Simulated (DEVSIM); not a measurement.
Device: Ti/SiO2/p-Si capacitor, at 250 K.

```
layer (left to right)  material  thickness (nm)  Na (cm⁻³)
---------------------  --------  --------------  ---------
1                          SiO2            35.0          -
2                            Si             770     5.5e17
```

Metal gate on the left, work function 4.33 eV. Fixed charge at the semiconductor interface 1.3e12 cm⁻² (in units of +e); no interface traps.

The device is made up for the run: typed textbook-type constants, with dimensions and the other settings drawn at random. Values at 300 K; Nc and Nv go as T^1.5, mobilities as T to minus their exponent, the gap by Varshni's rule with the affinity fixed.

| parameter | SiO2 | Si |
|---|---|---|
| gap (eV) | 9 | 1.124 |
| affinity (eV) | 0.9 | 4.05 |
| permittivity | 3.9 | 11.7 |
| Nc (cm⁻³) | - | 2.86e19 |
| Nv (cm⁻³) | - | 3.1e19 |
| Varshni α (eV/K) | - | 0.000473 |
| Varshni β (K) | - | 636 |

DEVSIM, 1D Poisson equation in equilibrium, Boltzmann statistics, complete ionisation; no quantum confinement or tunnelling. Metal contacts follow the ideal Schottky-Mott rule: no Fermi-level pinning, no interface dipoles.

The SiO2 thickness was swept, all else fixed.

| SiO2 thickness (μm) | minimum of the low-frequency capacitance (μF/cm²) | capacitance of the dielectric stack (μF/cm²) | flat-band voltage (V) |
|---|---|---|---|
| 0.014 | 0.127 | 0.247 | -1.62 |
| 0.019 | 0.103 | 0.182 | -1.92 |
| 0.025 | 0.0868 | 0.138 | -2.28 |
| 0.03 | 0.0780 | 0.115 | -2.58 |
| 0.035 | 0.0694 | 0.0987 | -2.89 |
| 0.042 | ? | 0.0822 | -3.31 |

Complete the blanks.


- 0.042, minimum of the low-frequency capacitance (μF/cm²): 0.0611
